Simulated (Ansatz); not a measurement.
Abridged Ansatz (a program for electronic structure) output:

```
Relaxation: its limit of steps is 60 (relax.max_steps)
Pseudopotential: B, paw, valence charge 3
Pseudopotential: As, paw, valence charge 15
Crystal: 6 atoms, lattice volume = 78.093 Å³
Basis set: ecut = 420 eV, 1543 PW (Γ), exchange–correlation on 48×48×108 points (8 copies of the dense FFT grid, shifted against one another)
Bands: 33, of which v1, the nominal top of the filled ones, is band 27 counted from 1 (26 counted from 0)
Symmetry: 12 space group operations
k-points: 48 of 605 (time reversal used)
Functional: x = pbe(κ = 0.804, μ = 0.2195149727645171), c = pbe(β = 0.06672455060314922)
SCF iter   1: F=—  HF=-15033.635411 eV  |F-HF|=—  |Δ(HF+E_count)|=         —  Δρ=3.32e-3  dr2=8.59e-3  ethr=1.77e-3  ⟨swp⟩=5.4  Hψ=6242  notcnv=0
SCF iter   2: F=—  HF=-15033.634285 eV  |F-HF|=—  |Δ(HF+E_count)|=   1.13e-3  Δρ=1.71e-3  dr2=1.81e-3  ethr=1.59e-5  ⟨swp⟩=2.3  Hψ=3274  notcnv=0
SCF 1 converged in 6 iterations: F = -15033.634373 eV  dr2 = 3.54e-8
relax step   1: F+E_penalty+E_count = -15033.63437332 eV  Δ(F+E_penalty+E_count) = +0.000e0 eV  max|allowed force component| = 4.114e-16 eV/Å  Δτ_max = 0.0000 Å  P = -0.999 GPa  Ω = 78.093 Å³  (6 SCF iters, dr2 threshold 1.00e-7 eV, accepted)
[... steps on the carried basis left out ...]
relax step   5: F+E_penalty+E_count = -15033.62869268 eV  Δ(F+E_penalty+E_count) = -3.934e-4 eV  max|allowed force component| = 1.480e-16 eV/Å  Δτ_max = 0.0000 Å  P = -2.000 GPa  Ω = 78.699 Å³  stress off target by 3.58e-3 GPa  SCF on the basis re-selected at this cell (its energy is not comparable with the rows above)  (5 SCF iters)
SCF converged after 5 iterations
Free energy (F): -15033.628693 eV
Internal energy: -15033.628673 eV  (E = F + TS)
E sigma→0 (E₀):  -15033.628683 eV
Entropy (-TS):   -0.000019 eV (-0.003 meV/atom)
Fermi energy:    12.404866 eV
--- Forces (eV/Å), atoms counted from 1 ---
  atom   1  B      0.00000000     0.00000000    -0.00000000
  atom   2  B      0.00000000    -0.00000000     0.00000000
  atom   3  B     -0.00000000    -0.00000000     0.00000000
  atom   4  As     0.00000000     0.00000000     0.00000000
  atom   5  As    -0.00000000    -0.00000000     0.00000000
  atom   6  As     0.00000000    -0.00000000     0.00000000
--- Stress (GPa, compression-positive) ---
       -2.001815       0.000000      -0.000000
        0.000000      -2.001815      -0.000000
       -0.000000      -0.000000      -1.996417
  P = ⅓ Tr σ = -2.0000 GPa (-20.000 kbar)
--- Relaxed structure (4 steps of the walk, 4 accepted, 1 SCFs on fresh bases) ---
  cell:  # Å, volume = 78.6992 Å³
    - [3.4764062433505942, 1.0415570012041774e-33, -5.7285635066229756e-34]
    - [-1.7382031216752971, 3.0106561206164417, 5.1193188096423784e-34]
    - [1.6897102025206212e-34, 6.758840810082485e-34, 7.5193178843819934]
  atoms:
    - { symbol: B, position: [-5.551115123125783e-17, 0.5, 0.3333333333333333] }
    - { symbol: B, position: [0.5, 0.5, 0.6666666666666666] }
    - { symbol: B, position: [0.5000000000000001, 1.7860213957631296e-34, -1.0075194611770168e-34] }
    - { symbol: As, position: [-5.551115123125783e-17, 0.5, 0.8333333333333335] }
    - { symbol: As, position: [0.5, 0.5, 0.16666666666666666] }
    - { symbol: As, position: [0.5000000000000001, 3.4295173933606285e-35, 0.5] }
```

Q: What was computed, and what are the main results?

A: BAs, 6 atoms in the cell, with PBE (Ansatz, PAW, scalar-relativistic without spin-orbit coupling), from a series relaxed to a target (pressure −2 GPa). The last SCF converged to F = -15033.628693 eV, or -2505.6048 eV per atom, at a pressure of -2.00 GPa. The total energy compares only with runs of the same code, potentials and settings.

Load acts through the strain it causes; cell and atoms are relaxed under it. Stability against distortions was not tested. The cell was made from BAs (space group P6_422, No. 181; a hypothetical phase, not in the database extracts checked) by this change: pressure −2 GPa.

Keys are those of Ansatz 0.2.
